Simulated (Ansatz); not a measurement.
Results of PBE (plane waves, PAW; Ansatz, a first-principles code) for Ge₃Si (model structure, P-4m2, No. 115, 4 atoms in the cell).

Numerical settings: plane-wave cutoff 520 eV, 8×8×6 k mesh (along the axes of the cell as run), Fermi–Dirac smearing 0.01 eV, scalar-relativistic PAW data made under PBE.

Cell (relaxed at this level):

```cif
data_Ge3Si
_chemical_formula_sum 'Si1 Ge3'
_space_group_name_H-M_alt 'P 1'
_space_group_IT_number 1
_cell_length_a 4.01484
_cell_length_b 4.01484
_cell_length_c 5.67249
_cell_angle_alpha 90.000
_cell_angle_beta 90.000
_cell_angle_gamma 90.000
loop_
_space_group_symop_operation_xyz
  'x, y, z'
loop_
_atom_site_label
_atom_site_type_symbol
_atom_site_fract_x
_atom_site_fract_y
_atom_site_fract_z
_atom_site_occupancy
Si1 Si 0.00000 0.00000 0.00000 1
Ge1 Ge 0.50000 0.00000 0.24356 1
Ge2 Ge 0.50000 0.50000 0.50000 1
Ge3 Ge 0.00000 0.50000 0.75644 1
```

Task: Give the computed band gap and smallest direct gap on the k points sampled.

Result: 
- band gap: 0.16 eV (indirect)
- smallest direct gap on the k points sampled: 0.41 eV

Note: the relaxation could raise the start's symmetry but not lower it, so the cell can be a saddle point.

Spin–orbit coupling is not included.

Computed values are for the static lattice.

It cost roughly 30 core-seconds of CPU time.

A model structure was made by putting elements into a prototype or built by hand; it is no filed structure, need not be a known phase, and can be a saddle point held by its symmetry.
